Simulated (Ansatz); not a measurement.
CH3 on the 1x1 (0001) surface of hcp Co, ferromagnetic, one in a 2x2 cell: adsorption energies (eV for each) against CH4(g) − ½ H2(g) in Ansatz (plane waves, PAW). Structures relaxed with PBE; the other functionals are single points on them, with slab and gas at the same level. No dispersion, zero-point or thermal terms. Rows are starts at which the adsorbate stayed; left out, since it moved away, changed or didn't bind there, or the run didn't converge: bridge Co-Co (span 2.5 Å).

Slab: 20 atoms, 6.0 Å thick at the start under the adsorbate (thin: gaps and levels are the slab's own); k 7x7x1, smearing 0.1 eV, dipole-corrected; 8 atoms held, the rest relaxed; each run with such symmetry as its start has; spin-polarised, no spin-orbit, no U, no dispersion correction.

```
site                                     PBE  RPBE
--------------------------------------  ----  ----
top Co                                  0.98     ?
hollow Co-Co-Co                         0.53     ?
hollow Co-Co-Co over Co at depth 2.0 Å  0.53     ?
```

Problem. Some entries are withheld; supply them.

Solution. 
- top Co, RPBE: 1.17
- hollow Co-Co-Co, RPBE: 0.88
- hollow Co-Co-Co over Co at depth 2.0 Å, RPBE: 0.87

RPBE moves the energies by 0.29 eV on average against PBE and the two lowest sites lie within 0.02 eV at one of the levels.

Ansatz is a quantum-chemistry and plane-wave program.
